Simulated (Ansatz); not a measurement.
# What isotropic strain +2.80 % does to BaZnBO3F

Start from BaZnBO3F (space group P-6, No. 174; a = 5.037 Å, c = 4.273 Å).

Perturbation: an isotropic linear strain of +2.80 %, atoms relaxed at fixed cell.

All numbers come from PBEsol/PAW in Ansatz (a first-principles code), spin-orbit coupling left out. Γ-centred 8×8×8 mesh, Fermi–Dirac width 0.05 eV.

```json
[
 {"quantity": "volume per atom", "base": "13.42 Å³", "changed": "14.57 Å³", "shift": "+1.159 Å³"},
 {"quantity": "space group", "base": "P-6 (No. 174)", "changed": "P-6 (No. 174)", "shift": "–"},
 {"quantity": "shortest interatomic distance", "base": "138.0 pm", "changed": "139.2 pm", "shift": "+1.2 pm"},
 {"quantity": "energy relative to the base (free energy F)", "base": "0 meV/atom", "changed": "+24 meV/atom", "shift": "+24 meV/atom"},
 {"quantity": "band gap", "base": "3.72 eV", "changed": "3.47 eV", "shift": "-0.259 eV"},
 {"quantity": "gap character", "base": "indirect, K → Γ", "changed": "indirect, K → Γ", "shift": "–"},
 {"quantity": "smallest direct gap", "base": "4.27 eV", "changed": "4.06 eV", "shift": "-0.21 eV"},
 {"quantity": "mean gap deformation potential ΔEg/Δln V", "base": "–", "changed": "-3.1 eV", "shift": "–"},
 {"quantity": "width of the top valence band", "base": "0.60 eV", "changed": "0.64 eV", "shift": "+0.04 eV"},
 {"quantity": "largest internal atomic displacement", "base": "–", "changed": "0.055 Å", "shift": "–"}
]
```

No phonon test of stability was made.
